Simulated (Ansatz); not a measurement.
The reference is CdS in the zinc blende structure (space group F-43m, No. 216; a = 5.8243 Å). Axes: x, y, z lie along the cube axes.

Calculations: PBEsol (Ansatz, an electronic-structure program, PAW, no SOC).

Perturbation: the cell is scaled by 1.0087 in all directions; the atoms relax in the strained cell.

Question: Predict the stress tensor and what it implies for the stiffness.

Answer: Stress of the strained cell less that of the base (GPa, compression positive):
```
  -1.50    0.00    0.00
   0.00   -1.50    0.00
   0.00    0.00   -1.50
```

Then B = −ΔP/(ΔV/V₀) with ΔV/V₀ = 0.0263 gives secant stiffness values (nonlinear terms included at this strain): B ≈ 57 GPa.

Stability against distortions was not tested.
